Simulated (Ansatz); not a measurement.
Take AlRu in the CsCl type structure (space group Pm-3m, No. 221; a = 2.955 Å; relaxed with 0.1 eV smearing) as the base. Axes: x, y, z lie along the cube axes.

The values are results of LDA (Ansatz, an electronic-structure program), no SOC, not measurements.

Strains are applied to the cell and any free atomic positions relax; under biaxial strain the out-of-plane vector relaxes too.

One change was made to it. Results:

```csv
quantity,base,after
"pressure (mean of the normal stresses, compression positive)",0.0 GPa,5.4 GPa
volume per atom,12.90 Å³,12.62 Å³
energy relative to the base (free energy F),0 meV/atom,+11 meV/atom
```

Question: Which of these changes matches the shifts?
A. biaxial strain +2.08 %, plane normal [111], relaxed out of plane
B. biaxial strain −2.08 %, plane normal [111], relaxed out of plane
C. biaxial strain +1.25 %, plane normal [111], relaxed out of plane
D. biaxial strain −0.83 %, plane normal [111], relaxed out of plane
E. biaxial strain −1.67 %, plane normal [111], relaxed out of plane

Answer: E, biaxial strain −1.67 %, plane normal [111], relaxed out of plane. For comparison, the energy relative to the base in the other runs: biaxial strain +1.25 %, plane normal [111], relaxed out of plane gives +5.7 meV/atom; biaxial strain +2.08 %, plane normal [111], relaxed out of plane gives +16 meV/atom; biaxial strain −2.08 %, plane normal [111], relaxed out of plane gives +17 meV/atom; biaxial strain −0.83 %, plane normal [111], relaxed out of plane gives +2.6 meV/atom.

No phonon test of stability was made. All final runs are without spin polarisation.
